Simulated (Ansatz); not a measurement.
Sb (model structure, started from the diamond type, Fd-3m, No. 227, 2 atoms in the cell), treated with PBE-D3(BJ) (Ansatz, a first-principles code, PAW).

Input file:

Ansatz 0.2 input:
```yaml
crystal:
  lattice:
    - [0.0, 3.4193214236, 3.4193214236]
    - [3.4193214236, 0.0, 3.4193214236]
    - [3.4193214236, 3.4193214236, 0.0]
  atoms:
    - { symbol: Sb, position: [0.25, 0.25, 0.25] }
    - { symbol: Sb, position: [0.0, 0.0, 0.0] }
basis:
  ecutwfc: 520
  ecutrho_ratio: 4
  xc_grid: 2
kpoints:
  mp_grid: { grid: [16, 16, 16] }
hamiltonian:
  xc: pbe
  dispersion: d3bj
  pseudopotentials: { kind: paw }
scf:
  occupations: { method: fermi_dirac, width: 0.05 }
output:
  forces: true
  stress: true
  eigenvalues: true
relax:
  f_tol: 0.004
  escape_saddle: false
  max_steps: 80
```

Output (set-up and result lines):

```
WARN output.stress: scf.convergence.dr2_threshold = 1e-7 eV (the SCF's general default) is looser than the 2e-10 eV advised for a printed stress (1e-10 eV for …
Relaxation: its limit of steps is 80 (relax.max_steps)
Crystal: 2 atoms, lattice volume = 79.956 Å³
Basis set: ecut = 520 eV, 2109 PW (Γ), exchange–correlation on 72×72×72 points (8 copies of the dense FFT grid, shifted against one another)
Bands: 19, of which v1, the nominal top of the filled ones, is band 15 counted from 1 (14 counted from 0)
Symmetry: 48 space group operations
Space group: Fd-3m (ITA 227), of the structure as read, at distance tolerance 4.3e-5 Å
k-points: 145 of 4096
Functional: x = pbe(κ = 0.804, μ = 0.2195149727645171), c = pbe(β = 0.06672455060314922)
SCF iter   1: F=—  HF=-12969.011142 eV  |F-HF|=—  |Δ(HF+E_count)|=         —  Δρ=7.58e-4  dr2=5.42e-4
SCF iter   2: F=—  HF=-12969.010674 eV  |F-HF|=—  |Δ(HF+E_count)|=   4.68e-4  Δρ=6.72e-4  dr2=2.05e-4
  ...
SCF iter   5: F=-12969.010563 eV  HF=-12969.010563 eV  |F-HF|=5.58e-10  |Δ(HF+E_count)|=   1.43e-6  Δρ=4.05e-6  dr2=3.48e-8
SCF iter   6: F=-12969.010563 eV  HF=-12969.010563 eV  |F-HF|=9.39e-10  |Δ(HF+E_count)|=   5.53e-9  Δρ=7.94e-7  dr2=3.98e-10
SCF 1 converged in 6 iterations: F = -12969.010563 eV  dr2 = 3.98e-10
relax step   1: F+E_penalty+E_count = -12969.01056254 eV  Δ(F+E_penalty+E_count) = +0.000e0 eV  max|allowed force component| = 5.551e-17 eV/Å  Δτ_max = 0.0000 Å  (6 SCF iters, accepted)
SCF converged after 6 iterations
Free energy (F): -12969.010563 eV
Internal energy: -12968.998930 eV  (E = F + TS)
E sigma→0 (E₀):  -12969.004746 eV
Fermi energy:    6.604442 eV
--- Forces (eV/Å), atoms counted from 1 ---
  atom   1  Sb    -0.00000000     0.00000000     0.00000000
  atom   2  Sb     0.00000000    -0.00000000     0.00000000
--- Stress (GPa, compression-positive) ---
        0.722215       0.000000       0.000000
       -0.000000       0.722215       0.000000
       -0.000000      -0.000000       0.722215
  P = ⅓ Tr σ = 0.7222 GPa (7.222 kbar)
```

The cell is one volume of an energy–volume scan, off the minimum.

Note: the relaxation could raise the start's symmetry but not lower it, so the cell can be a saddle point.

A model structure was made by putting elements into a prototype or built by hand; it is no filed structure, need not be a known phase, and can be a saddle point held by its symmetry.
